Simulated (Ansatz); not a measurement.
O2, treated with HSE06 (Ansatz, a quantum-chemistry and plane-wave program, plane waves, PAW).

Numerical settings: plane-wave cutoff 520 eV, 10×10×10 k mesh, Fermi–Dirac smearing 0.03 eV, scalar-relativistic PAW data made under PBE.

Starting structure:

```
CELL_PARAMETERS angstrom
      1.64450     0.94945     3.76033
     -1.64450     0.94945     3.76033
      0.00000    -1.89891     3.76033
ATOMIC_POSITIONS crystal
  O  0.94570 0.94570 0.94570
  O  0.05430 0.05430 0.05430
```

Question: Into what structure does the relaxation of cell and atoms lead at this level, with the symmetry of the start kept?

Answer: The volume shrinks by 32 %; final space group R-3m.
```
CELL_PARAMETERS angstrom
      1.22333     0.70629     4.60910
     -1.22333     0.70629     4.60910
      0.00000    -1.41258     4.60910
ATOMIC_POSITIONS crystal
  O  0.95712 0.95712 0.95712
  O  0.04288 0.04288 0.04288
```

Note: the solid has open-shell d or p electrons, and the run has no spin polarisation; the volume lies 32 % below that of the published cell.
